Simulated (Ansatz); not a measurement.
## Hf2Ge (I4/mcm, No. 140, 6 atoms in the cell; start mp-9939)

All values below come from r²SCAN+rVV10 in Ansatz (PAW).

Settings: plane-wave cutoff 500 eV, 10×10×10 k mesh, Fermi–Dirac smearing 0.05 eV, scalar-relativistic PAW data made under PBE.

Cell (relaxed at this level):

```cif
data_Ge4Hf8
_chemical_formula_sum 'Hf8 Ge4'
_space_group_name_H-M_alt 'I4/mcm'
_space_group_IT_number 140
_space_group_name_Hall '-I 4 2c'
_cell_length_a 6.58640
_cell_length_b 6.58640
_cell_length_c 5.25804
_cell_angle_alpha 90.000
_cell_angle_beta 90.000
_cell_angle_gamma 90.000
loop_
_atom_site_label
_atom_site_type_symbol
_atom_site_symmetry_multiplicity
_atom_site_Wyckoff_symbol
_atom_site_fract_x
_atom_site_fract_y
_atom_site_fract_z
_atom_site_occupancy
Hf1 Hf 8 h 0.34491 0.15509 0.00000 1
Ge1 Ge 4 a 0.00000 0.00000 0.25000 1
```
(The calculation used a cell of 6 atoms; values per cell refer to that cell.)

| Quantity | Result |
|---|---|
| band gap | none |

Note: the relaxation could not lower the start's symmetry, so the cell can be a saddle point above a distorted one.

Spin–orbit coupling is not included.

The computed numbers hold no vibrational or temperature effects.

Cost on a shared machine: roughly 8 core-minutes.

A start named mp-… is a Materials Project structure, which need not be a measured phase.

Ansatz is a quantum-chemistry and plane-wave program.
